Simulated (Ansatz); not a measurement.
The starting structures come from a database of crystals and need not be the phases stable at ambient conditions.

Tunnelling through a barrier is set by its complex band structure: the current falls as exp(−2κd) with the smallest κ.

Given:

```
Zn2H2O5Si
1.0
    5.11248     0.00000     0.00000
    0.00000    10.80100     0.00000
    2.55624    -5.40050     4.22888
Zn Si H O
4 2 4 10
Cartesian
  2.56902  -1.74212   2.50288
  5.12526   7.14262   1.72601
  5.12526   3.65838   1.72601
  2.56902   1.74212   2.50288
  2.60461   3.82441   0.00000
  2.60461   6.97659   0.00000
  3.46872   0.00000   1.01757
  6.02496   5.40050   3.21132
  0.77861   0.00000   0.75288
  3.33485   5.40050   3.47601
  5.80807  -2.21780   2.86894
  3.25183   7.61830   1.35994
  3.25183   3.18270   1.35994
  5.80807   2.21780   2.86894
  0.98495   3.63044   0.00000
  0.98495   7.17056   0.00000
  2.70170   0.00000   1.62243
  5.25794   5.40050   2.60646
  3.06465   5.40050   0.00000
  2.70773  -5.40050   4.22888
```

Space group of this cell: Imm2. The cell was relaxed by PBE-D3(BJ); by r2SCAN its mean pressure is -2.9 GPa.

Transport runs along the normal of the first two printed cell vectors.

The gap is the functional's own. No spin-orbit coupling. Mid-gap values are interpolated on the energy grid.

Q: State the band gap and the smallest decay constant κ at mid-gap according to r2SCAN (Ansatz, a program for electronic structure).

A: Gap 3.76 eV on a 8×8×8 mesh; κ = 0.355 1/Å, at the zone centre.
